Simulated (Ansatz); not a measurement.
Start from CdSe in the wurtzite structure (space group P6_3mc, No. 186; a = 4.302 Å, c = 7.021 Å).

The change: full substitution Se → S; the structure is relaxed again.

The values are results of PBEsol (Ansatz, a quantum-chemistry and plane-wave program, PAW, spin-orbit coupling left out), earlier PAW set, not measurements.

Base, band edges from the VBM (valence, conduction): K -1.71, 4.10; H -1.14, 3.67; M -0.77, 3.12; L -1.36, 2.83; A -0.40, 2.27; Γ 0.00, 0.54 eV.

Q: Give the band edges at the high-symmetry points of the new zone, measured from its valence-band maximum.

A: 
| point | valence edge (eV) | conduction edge (eV) |
|---|---|---|
| Γ | 0.00 | 1.09 |
| M | -0.78 | 3.63 |
| K | -1.70 | 4.49 |
| A | -0.40 | 2.75 |
| L | -1.37 | 3.36 |
| H | -1.15 | 4.30 |

The gap is 1.09 eV, direct at Γ.

Whether these cells are dynamically stable was not tested.
